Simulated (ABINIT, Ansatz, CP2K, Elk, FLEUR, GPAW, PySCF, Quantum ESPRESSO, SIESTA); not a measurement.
# One structure in several programs: Si (Fd-3m, 2 atoms in the cell)

Self-consistent single point.

```yaml
crystal:
  lattice:
    - [0.00000, 2.72185, 2.72185]
    - [2.72185, 0.00000, 2.72185]
    - [2.72185, 2.72185, 0.00000]
  atoms:
    - { symbol: Si, position: [0.25000, 0.25000, 0.25000] }
    - { symbol: Si, position: [0.00000, 0.00000, 0.00000] }
```

All programs got the same cell, k-point mesh and kind of occupations (in Ansatz's words: kpoints.mp_grid.grid = 8 8 8; scf.occupations.method = fermi_dirac; scf.occupations.width = 0.0037 Ry); potentials, basis and cutoffs are each program's usual ones.

```json
[
 {"code": "ABINIT", "model": "PBE, norm-conserving pseudopotentials (PseudoDojo nc-sr-05 PBE standard)", "pressure (GPa)": "1.25", "gap on the mesh (eV)": "0.625", "k-points": "29", "cutoff": "36 Ry"},
 {"code": "GPAW", "model": "PBE, GPAW PAW datasets PBE (gpaw-data 1.0.1)", "pressure (GPa)": "1.61", "gap on the mesh (eV)": "0.624", "k-points": "29", "cutoff": "600 eV"},
 {"code": "Quantum ESPRESSO", "model": "PBE, PseudoDojo stringent norm-conserving (PBE) pseudopotentials", "pressure (GPa)": "1.27", "gap on the mesh (eV)": "0.625", "k-points": "29", "cutoff": "40 Ry"},
 {"code": "FLEUR", "model": "PBE, all-electron FLAPW (FLEUR), scalar-relativistic valence", "pressure (GPa)": "–", "gap on the mesh (eV)": "0.628", "k-points": "29", "cutoff": "Kmax 3.9 1/bohr"},
 {"code": "Elk", "model": "PBE, all-electron FP-LAPW, Elk's shipped species files, APW+lo basis with extra local orbitals", "pressure (GPa)": "–", "gap on the mesh (eV)": "0.621", "k-points": "29", "cutoff": "rgkmax 8"},
 {"code": "PySCF", "model": "PBE, Gaussian basis gth-dzvp-molopt-sr, GTH pseudopotentials gth-pbe, FFT density fitting with multigrid", "pressure (GPa)": "–", "gap on the mesh (eV)": "0.686", "k-points": "512", "cutoff": "grid 50 Ha"},
 {"code": "SIESTA", "model": "GGA PBE, numerical atomic orbitals TZP, PseudoDojo PBE standard norm-conserving potentials (rewritten from UPF to PSML)", "pressure (GPa)": "2.01", "gap on the mesh (eV)": "0.594", "k-points": "296", "cutoff": "grid 300 Ry"},
 {"code": "CP2K", "model": "PBE, GPW, DZVP-MOLOPT-SR-GTH basis, GTH-PBE potentials (GTH_POTENTIALS)", "pressure (GPa)": "1.00", "gap on the mesh (eV)": "0.686", "k-points": "260", "cutoff": "grid 400 Ry"},
 {"code": "Ansatz", "model": "PBE, PAW files", "pressure (GPa)": "1.32", "gap on the mesh (eV)": "0.626", "k-points": "29", "cutoff": "default"}
]
```

A dash marks a value that a program does not give, or that is left out as unsure.

Gaps are read on the mesh.

The spread over the programs that give each value: pressure within 1.01 GPa; gap on the mesh within 0.092 eV.

The starting cell comes from a database of computed structures (which also holds hypothetical and non-ambient phases and stackings), without a prior relaxation at this level.

Q: Why do the programs differ, and what cannot be compared?

A: Differences of this kind can come from the potentials, where these differ, and from what each basis and cutoff leave unconverged. The zero of total energies and Fermi levels follows the potentials and each program's conventions, so they are not compared here. PySCF, SIESTA and CP2K use small atom-centred bases, whose incompleteness enters pressures, forces and empty levels differently from a plane-wave cutoff. FLEUR and Elk treat all electrons, but the usual bases taken here (sphere radii, linearisation, local orbitals, empty states) were not tested for convergence, so the values are no reference for the others. Ansatz's pressure is given at a fixed set of plane waves, as the other plane-wave codes print theirs. Ansatz's smearing width was typed in Ry to four decimals, so it matches the others to a few per cent. The programs reduce the same mesh by symmetry to different extents, which changes the work and not the result.

Ansatz is an electronic-structure program.

Keys are those of Ansatz 0.2.
